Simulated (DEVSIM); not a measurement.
Structure: abrupt Si p-n junction, at 400 K.

Layer 1 from the left is Si, thickness (μm) 0.390, Na (cm⁻³) 2.4e16, τn (s) 2.1e-6, τp (s) 2.1e-6. Layer 2 from the left is Si, thickness (μm) 270, Nd (cm⁻³) 4.9e14, τn (s) 2.1e-6, τp (s) 2.1e-6.

Left contact: ohmic. Right contact: ohmic. Voltage is applied to the left contact. Recombination: SRH at mid-gap. Mobility is μmin + (μ − μmin)/(1 + (N/Nref)^α).

The device is made up for the run: typed textbook-type constants, with dimensions and the other settings drawn at random. Values at 300 K; Nc and Nv go as T^1.5, mobilities as T to minus their exponent, the gap by Varshni's rule with the affinity fixed.

Si: gap (eV) 1.124, affinity (eV) 4.05, permittivity 11.7, Nc (cm⁻³) 2.86e19, Nv (cm⁻³) 3.1e19, μn (cm²/Vs) 1417, μp (cm²/Vs) 470, μn,min 52, μp,min 45, Nref,n 9.7e16, Nref,p 2.2e17, αn 0.68, αp 0.72, T exponent of μn 2.3, T exponent of μp 2.2, Varshni α (eV/K) 0.000473, Varshni β (K) 636.

Q: Estimate by hand the built-in potential, the peak field at zero bias, and compare with a numerical solution.

A: 
- Built-in potential: ni = √(Nc Nv) exp(−Eg/2kT) = 5.68e12 cm⁻³ with Eg = 1.096 eV; Vbi = kT/q ln(Na Nd/ni²) = 0.441 V; numerical 0.441 V.
- Peak field at zero bias: depletion approximation: W = √(2εVbi/(qN)) = 1.09 μm with N = 4.80e14 cm⁻³; field = 2Vbi/W = 8100 V/cm; numerical 11500 V/cm (estimate below by 29 %).

DEVSIM, 1D drift-diffusion, Boltzmann statistics, complete ionisation; no tunnelling, impact ionisation, image-force lowering or self-heating.
